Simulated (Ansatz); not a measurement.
PbS (Cmcm, No. 63, 4 atoms in the cell; start mp-1018115; high-pressure phase)

All values below come from LDA in Ansatz (plane waves, PAW).

Numerical settings: plane-wave cutoff 520 eV, 8×8×8 k mesh, Fermi–Dirac smearing 0.01 eV, scalar-relativistic PAW data made under PBE.

Cell (relaxed at this level):

```yaml
crystal:
  lattice:
    - [2.02914, -5.70101, 0.00000]
    - [2.02914, 5.70101, 0.00000]
    - [0.00000, 0.00000, 4.19367]
  atoms:
    - { symbol: Pb, position: [0.87479, 0.12521, 0.75000] }
    - { symbol: Pb, position: [0.12521, 0.87479, 0.25000] }
    - { symbol: S, position: [0.64045, 0.35955, 0.75000] }
    - { symbol: S, position: [0.35955, 0.64045, 0.25000] }
```

band gap: 0.93 eV (on the SCF k mesh)
Γ–Γ gap: 5.15 eV
bulk modulus B0: 45.5 GPa

Note: the relaxation could not lower the start's symmetry, so the cell can be a saddle point above a distorted one; the bulk modulus is −V dP/dV from two relaxed cells at ±2 % in volume.

Spin–orbit coupling is not included; with these elements it can move the gap by several tenths of an eV or more.

Computed values are for the static lattice.

It cost about 70 core-seconds (a rough figure) of CPU time.

A start named mp-… is a Materials Project structure, which need not be a measured phase.

Ansatz is a first-principles code.
